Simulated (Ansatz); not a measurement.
The starting structures come from a database of crystals and need not be the phases stable at ambient conditions.

 Where the default PAW files enter, the runs use the earlier of Ansatz's two default sets.

# Evanescent states of Ba2NaReO6 (Fm-3m, not sure to be the ambient phase, 10 atoms a cell, 14.9 Å³ an atom, -7 GPa at this level) along the normal of (111)

Level of theory: PBEsol (plane waves, PAW; Ansatz, a program for electronic structure).

The gap is the functional's own. No spin-orbit coupling. Mid-gap values are interpolated on the energy grid.

Energies count from the valence-band top; κ is the least over a 6×6 mesh across the current.

| E (eV) | κ (1/Å) | where |
|---|---|---|
| 0.05 | 0.164 | Γ |
| 0.15 | 0.270 | Γ |
| 0.25 | 0.288 | Γ |
| 0.35 | 0.304 | Γ |
| 0.45 | … | Γ |
| 0.55 | … | Γ |
| 0.65 | … | Γ |
| 0.75 | … | Γ |
| 0.85 | … | Γ |
| 0.95 | … | off Γ |
| 1.05 | … | off Γ |
| 1.15 | … | off Γ |
| 1.25 | … | off Γ |
| 1.35 | … | off Γ |
| 1.45 | … | off Γ |
| 1.55 | 0.268 | off Γ |
| 1.65 | 0.234 | off Γ |
| 1.75 | 0.187 | off Γ |
| 1.85 | 0.110 | off Γ |

Complete the blanks.


- 0.45, κ (1/Å): 0.318
- 0.55, κ (1/Å): 0.330
- 0.65, κ (1/Å): 0.342
- 0.75, κ (1/Å): 0.351
- 0.85, κ (1/Å): 0.360
- 0.95, κ (1/Å): 0.362
- 1.05, κ (1/Å): 0.354
- 1.15, κ (1/Å): 0.345
- 1.25, κ (1/Å): 0.332
- 1.35, κ (1/Å): 0.315
- 1.45, κ (1/Å): 0.294
